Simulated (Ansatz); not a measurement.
Start from Ge in the diamond structure (space group Fd-3m, No. 227; a = 5.6222 Å). Axes: x, y, z lie along the cube axes.

Structures relaxed with LDA/PAW in Ansatz (a program for electronic structure), no SOC.

Base:

Simulated powder pattern, Cu Kα, λ = 1.54184 Å (kinematic, ideal powder, no thermal factors, no anomalous dispersion; the 8 strongest lines at most, above 2 %, up to 2θ = 90°):

```
2θ (°)  I/Imax (%)    hkl
------  ----------  -----
27.48          100  (111)
45.64           75  (220)
54.10           45  (311)
66.53           12  (400)
73.41           18  (331)
84.41           24  (422)
```

After one change:

Simulated powder pattern, Cu Kα, λ = 1.54184 Å (kinematic, ideal powder, no thermal factors, no anomalous dispersion; the 8 strongest lines at most, above 2 %, up to 2θ = 90°):

```tsv
2θ (°)	I/Imax (%)
27.42	100
27.53	100
45.50	25
45.64	99
45.78	25
54.01	30
54.19	30
66.53	24
```

Question: What was done to the base?
(A) tensor shear ε_xy = +2.00 %
(B) tensor shear ε_xy = +1.14 %
(C) tensor shear ε_xy = +1.43 %
(D) tensor shear ε_xy = +0.29 %

Answer: D, tensor shear ε_xy = +0.29 %. Its volume per atom is 22.21 Å³ against 22.21 Å³, and its space group is Imma (No. 74).

The cells carry an imposed strain or load. No phonon test of stability was made.
